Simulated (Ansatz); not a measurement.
The parent structure is HfO₂ (space group Pca2_1, No. 29; a = 5.2941 Å, b = 5.0690 Å, c = 5.1014 Å).

Structures relaxed with PBE (Ansatz, an electronic-structure program, PAW, no spin-orbit coupling).

Base:

Simulated powder pattern, Cu Kα1, λ = 1.54056 Å (kinematic, ideal powder, no thermal factors, no anomalous dispersion; the 8 strongest lines at most, above 2 %, up to 2θ = 90°):

```csv
2θ (°),I/Imax (%),hkl
30.02,100,(111)
33.84,13,(200)
35.15,14,(002)
49.59,14,(202)
49.77,13,(220)
50.74,15,(022)
59.93,16,(113)
60.24,15,(131)
```

One thing is altered: full substitution Hf → Al, then cell and atoms are relaxed.

After the change:

Simulated powder pattern, Cu Kα1, λ = 1.54056 Å (kinematic, ideal powder, no thermal factors, no anomalous dispersion; the 8 strongest lines at most, above 2 %, up to 2θ = 90°):

```csv
2θ (°),I/Imax (%),hkl
26.28,100,(110)
32.38,78,(111)
43.15,60,(121)
43.42,44,(102)
53.82,26,(130)
57.70,71,(221)
57.92,23,(202)
67.82,31,(023)
```

The indices refer to each structure's own conventional cell; one index is shown for lines that coincide. The space group is now Pbcn (No. 60).

Other magnetic orders, which the real material may have, were not ruled out. Whether these cells are dynamically stable was not tested. As relaxed here, AlO2 is a hypothetical phase, not in the database extracts checked. This is not the structure that HfO2 has at room temperature and ambient pressure.
